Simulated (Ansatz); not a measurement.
We consider cubic perovskite BaMoO3, described by PBEsol+SOC in Ansatz (plane waves, PAW).

Settings: plane-wave cutoff 520 eV, 14×14×14 k mesh, Fermi–Dirac smearing 0.05 eV, PAW data made under PBE.

Energies at three volumes about the minimum:

| V (Å³/atom) | E − E_lowest (meV/atom) |
|---|---|
| 12.634 | 3.28 |
| 12.892 | 0.00 |
| 13.149 | 3.06 |

Fit a parabola by hand: where is the minimum, what lattice constant follows, and what is the bulk modulus?

Slopes: (0.00 − 3.28)/(12.892 − 12.634) = -12.713 and (3.06 − 0.00)/(13.149 − 12.892) = 11.907 meV/Å³. Curvature E″ = 2 × (11.907 − (-12.713))/(13.149 − 12.634) = 95.612 meV/Å⁶. From the middle of the first interval, the slope vanishes at V0 = 12.7630 − (-12.713)/95.612 = 12.896 Å³/atom. B = V0 E″ = 12.896 × 95.612 meV/Å³ × 0.1602 GPa per meV/Å³ = 198 GPa. With 5 atoms in the cube, a = (5 × 12.896)^(1/3) = 4.010 Å. The full Birch–Murnaghan fit to all volumes gives V0 = 12.891 Å³/atom and B0 = 197 GPa.

Note: the run has no spin polarisation, so it can have missed a magnetic state; the relaxation could not lower the start's symmetry, so the cell can be a saddle point above a distorted one; functionals without U or exact exchange can leave correlated insulators metallic, so the missing gap need not be real.

Ansatz is a quantum-chemistry and plane-wave program.
